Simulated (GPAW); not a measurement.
GPAW run on PdPt (R3m, 2 atoms in the cell): self-consistent single point.

Computed with PBEsol, GPAW PAW datasets PBEsol (made by gpaw-setup) (plane waves; GPAW).

```
CELL_PARAMETERS angstrom
      1.37648     0.79471     4.53756
     -1.37648     0.79471     4.53756
      0.00000    -1.58943     4.53756
ATOMIC_POSITIONS crystal
  Pd 0.00367 0.00367 0.00367
  Pt 0.50000 0.50000 0.50000
```

Reference input (self-consistent single point, DFT PBEsol, plane waves, GPAW PAW datasets PBEsol (made by gpaw-setup)): mode = pw; ecut = 600 eV; xc = PBEsol; kpts = 6 6 6; mesh shift (steps) = 0 0 0; occupations.name = fermi-dirac; occupations.width = 0.1 eV; nbands = -8; symmetry.symmorphic = false; symmetry.tolerance = 0.0005; maxiter = 150. This run's input differs from it in these lines:

```diff
@@ -16,3 +16,3 @@
             occupations=FermiDirac(0.1),
-            nbands=-8,
+            nbands=16,
             symmetry={'symmorphic': False, 'tolerance': 0.0005},
```

The program printed (abridged):

```
     iter     time        total  log10-change:
                         energy   eigst   dens
iter:   1 --:--:--   -14.165440
iter:   2 --:--:--   -12.776622   -0.53  -1.22
iter:   3 --:--:--   -14.553080   +1.14  -1.25
iter:   4 --:--:--   -11.787997   +0.02  -1.61
iter:   5 --:--:--   -11.821736   +0.03  -1.61
   [... 6 lines left out ...]
iter:  12 --:--:--   -11.353779   -1.01  -2.51
iter:  13 --:--:--   -11.361314   -1.87  -2.81
iter:  14 --:--:--   -11.370513   -1.80  -2.90
iter:  15 --:--:--   -11.385672   -1.74  -2.97
iter:  16 --:--:--   -11.369961c  -2.28  -2.73
iter:  17 --:--:--   -11.369395   -1.57  -2.85
   [... lines left out ...]
iter: 150 --:--:--   -11.455911c  -4.34  -4.42c

Did not converge!

Here are some tips:

1) Make sure the geometry and spin-state is physically sound.
2) Use less aggressive density mixing.
3) Solve the eigenvalue problem more accurately at each scf-step.
4) Use a smoother distribution function for the occupation numbers.
5) Try adding more empty states.
6) Use enough k-points.
7) Don't let your structure optimization algorithm take too large steps.
8) Solve the Poisson equation more accurately.
9) Better initial guess for the wave functions.

See details here:

    https://gpaw.readthedocs.io/documentation/convergence.html
Traceback (most recent call last):
   [... frames left out ...]
gpaw.KohnShamConvergenceError: Did not converge!  See text output for help.
```

The run ended unconverged after 150 iterations. 

The starting cell comes from a database of computed structures (which also holds hypothetical and non-ambient phases and stackings), without a prior relaxation at this level. Its lattice was rescaled by up to half a per cent. One atom was moved a little off its site on purpose.

Cost on one core of a shared machine: roughly 3 min.
